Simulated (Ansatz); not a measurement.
# Effort and miss along a sweep of basis.ecutwfc: SiO₂ (P4_2/mnm, 6 atoms in the cell)

```
SiO2
1.0
    4.15105     0.00000     0.00000
    0.00000     4.15105     0.00000
    0.00000     0.00000     2.64124
Si O
2 4
Direct
  0.50000   0.50000   0.50000
  0.00000   0.00000   0.00000
  0.69316   0.69316   0.00000
  0.30684   0.30684   0.00000
  0.80684   0.19316   0.50000
  0.19316   0.80684   0.50000
```

Method: PBE, PAW files (plane waves; Ansatz, a quantum-chemistry and plane-wave program).

Base settings: basis.ecutwfc = 420 eV; kpoints.mp_grid.grid = 8 8 12; kpoints.mp_grid.shift = 0.5 0.5 0.5; hamiltonian.xc = pbe; hamiltonian.pseudopotentials = {kind: paw} (the program's default PAW files); scf.occupations.method = fixed.

Misses are taken against the tightest run, 840 eV, which need not be fully converged itself. The energy is the free energy per atom.

The count of work is k-points × plane waves × bands × iterations; it is no time, and leaves out set-up, grids and terms that scale otherwise. 

Ansatz's pressure holds its estimate of the finite-basis (Pulay) stress, which hides part of the cutoff error; the uncorrected pressure shows it.

The starting cell comes from a database of computed structures (which also holds hypothetical and non-ambient phases and stackings), without a prior relaxation at this level. Its lattice was rescaled by a random factor within 2.5 % of one. In the base run, with a pressure of about 20 GPa the cell is away from its equilibrium volume at this level. Ansatz's pressure includes its estimate of the finite-basis (Pulay) stress.

| basis.ecutwfc | energy less reference (meV/atom) | pressure less reference (GPa) | largest difference in the force on any atom (eV/Å) | uncorrected pressure less reference (GPa) | count of work / reference |
|---|---|---|---|---|---|
| 170 eV | 7628.90 | -24.11 | 0.236 | -420.85 | 0.092 |
| 210 eV | 2965.10 | 6.46 | 0.301 | -221.80 | 0.12 |
| 250 eV | 960.33 | 5.81 | 0.070 | -94.78 | 0.19 |
| 295 eV | 242.59 | -0.20 | 0.050 | -31.79 | 0.20 |
| 335 eV | 66.90 | -0.58 | 0.021 | -11.10 | 0.24 |
| 380 eV | 13.45 | -0.07 | 0.005 | -2.76 | 0.31 |
| 420 eV | 3.16 | 0.05 | 0.003 | -0.50 | 0.35 |
| 485 eV | 1.26 | 0.05 | 0.003 | 0.03 | 0.44 |
| 545 eV | 0.88 | 0.03 | 0.002 | 0.00 | 0.51 |
| 630 eV | 0.40 | 0.01 | 0.000 | 0.01 | 0.64 |
| 735 eV | 0.22 | 0.01 | 0.000 | 0.01 | 0.81 |
| 840 eV | 0.00 | 0.00 | 0.000 | 0.00 | 1.0 |

Coarsest setting among those run that, with all tighter ones, holds the energy within 1 meV/atom of the reference: 545 eV, off by 0.88 meV/atom; its saving against the reference is no more than about a factor of 2 in the count of work.

Coarsest setting among those run that, with all tighter ones, holds the energy within 0.5 meV/atom of the reference: 630 eV, off by 0.40 meV/atom; its saving against the reference is no more than about a factor of 2 in the count of work.

The step from 295 eV to 630 eV: it takes the miss in the energy from 240 to 0.40 meV/atom, for 3.2 times the count of work.

Keys are those of Ansatz 0.2.
